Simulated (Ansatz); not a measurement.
# Lattice constant a of YPt3 (model structure, started from the D022 type, I4/mmm, No. 139, 4 atoms in the cell) at several levels of theory

No measured value is used here.

| level (code) | value (Å) |
|---|---|
| LDA (Ansatz) | 4.017 |
| PBE (Ansatz) | 4.107 |
| PBEsol (Ansatz) | 4.048 |
| r²SCAN (Ansatz) | 4.072 |

The crystal itself was run without spin with LDA, PBE, PBEsol, r²SCAN; a magnetic state was not tried in these runs. Density-functional levels without +SOC have no spin–orbit coupling. Cutoffs differ between the levels. Ansatz's density-functional and Hartree–Fock values are scalar-relativistic unless marked +SOC, with PAW data made under PBE.

A model structure was made by putting elements into a prototype or built by hand; it is no filed structure, need not be a known phase, and can be a saddle point held by its symmetry.

Ansatz is a program for electronic structure.
